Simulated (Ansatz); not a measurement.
Adsorption energy and surface dipole of H on the 1x1 (111) surface of fcc Cu, one in a 1x1 cell, started at the site 'hollow Cu-Cu-Cu over Cu at depth 2.1 Å', worked from the runs' numbers; total energies count from the potentials' own zero.

Calculation: PBE (plane waves to 420 eV, PAW; Ansatz, an electronic-structure program).

Slab: 5 atoms, 6.2 Å thick at the start under the adsorbate (thin: gaps and levels are the slab's own); k 12x12x1, smearing 0.1 eV, dipole-corrected; 2 atoms held, the rest relaxed; symmetry of the start imposed; no spin, no spin-orbit, no U, no dispersion correction. At the end it is bonded to 3 Cu. In PBE it is, or lies within 0.03 eV of, the lowest of the starts that converged.

| quantity | value |
|---|---|
| slab with the adsorbate | -26515.728 eV |
| clean slab, same cell and mesh | -26499.760 eV |
| reference, ½ H2(g) | -15.872 eV |
| area of the cell | 5.71 Å² |
| change of the step from the bottom to the top vacuum level | -0.017 eV |

What is the adsorption energy against this reference?

E(slab + adsorbate) − E(slab) − E(reference) = -0.10 eV, so in this state the adsorbate is more stable than in the reference, at a coverage of 17.53 a nm².
